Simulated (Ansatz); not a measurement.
Consider the formation energy of NbP (I4₁md) from the elements. Reaction: P (black phosphorus) + Nb (bcc) → NbP (I4₁md). A negative value means that the right-hand side lies lower. The value is per atom of the solid.

NbP (I4₁md), 4 atoms in the cell; this is a cell from a database of computed structures that this text hasn't matched to a measured one; spin state with PBE: run without spin, k-point mesh 10×10×10 on the run's own vectors.
```
NbP
1.0
    0.00000    -3.31495     0.00000
    3.31495     0.00000     0.00000
   -1.65747     1.65747     5.63091
Nb P
2 2
Direct
  0.25020   0.75020   0.50041
  0.50020   0.50020   0.00041
  0.83243   0.33243   0.66485
  0.08243   0.08243   0.16485
```

P (black phosphorus, Cmce), 4 atoms in the cell, k-point mesh 10×8×10 on the run's own vectors. Conventional cell: a = 3.3232 Å, b = 10.1915 Å, c = 4.1583 Å, α = 90.00°, β = 90.00°, γ = 90.00°.

Nb (bcc, Im-3m), 1 atom in the cell; spin state with PBE: run without spin, k-point mesh 26×26×26 on the run's own vectors. Conventional cell: a = 3.267 Å, b = 3.267 Å, c = 3.267 Å, α = 90.00°, β = 90.00°, γ = 90.00°.

All numbers come from Ansatz (an electronic-structure program), plane waves with PAW, its PAW set soft_1, cutoff 420 eV, 500 eV for r2SCAN. The structures are at rest with PBE+D3(BJ); other levels are single points on them. HSE06 runs on coarser k-point meshes, mended by the PBE difference between the two meshes. Some cells are metallic or hold partly filled levels, where a hybrid on a coarse mesh is less sure. Neutral cells; Fermi-Dirac smearing of at most 0.10 eV in the solids, energies taken to zero width. The lattices are those relaxed with PBE+D3(BJ), so at other levels the solids can be strained, which adds to the spread. A dispersion term (D3(BJ), or D4 for r2SCAN) was computed beside these levels and is taken off wherever the name lacks it. Nuclei at rest; no vibrational terms.

Q: Estimate the value that r2SCAN returns for this input.

A: -1.12 eV/atom, for P (black phosphorus) + Nb (bcc) → NbP (I4₁md).

Q: How does the value move with the functional?

A: 
| Level | value (eV/atom) | less r2SCAN |
|---|---|---|
| PBE+D3(BJ) | -1.11 | 0.01 |
| r2SCAN+D4 | -1.14 | -0.02 |
| HSE06 | -1.21 | -0.09 |

The levels span 0.10 eV/atom, from HSE06 (-1.21) to PBE+D3(BJ) (-1.11).
